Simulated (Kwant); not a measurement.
System: wire with a row of barriers in a CdTe two-dimensional gas. Effective mass 0.096 mₑ, grid spacing 12 nm, hard walls, nominal width 300 nm (25 grid rows, so walls 312 nm apart), one parabolic valley, scattering region 1200 nm long along x; energies count from the band bottom; Fermi energy swept from 3.4818e-05 to 0.00041346 eV. 3 barrier(s) across the wire, height 0.0018 eV, thickness 48 nm (about 4 grid columns), spaced by 96 nm.

Constants are typed, rounded textbook-type inputs, not results; the design itself was drawn at random and stands for no fabricated device.

Kwant, effective-mass tight-binding model on a square grid, one spin, coherent transport at 0 K. Conductance is in e²/h.

Problem. How many channels do the leads carry at E = 0.206, 0.271 meV?

Solution. The hard-wall thresholds are n² ħ²π²/(2mW²) = n² × 0.0402 meV with W = 312 nm. √(0.206/0.0402) = 2.26, so 2. √(0.271/0.0402) = 2.59, so 2.
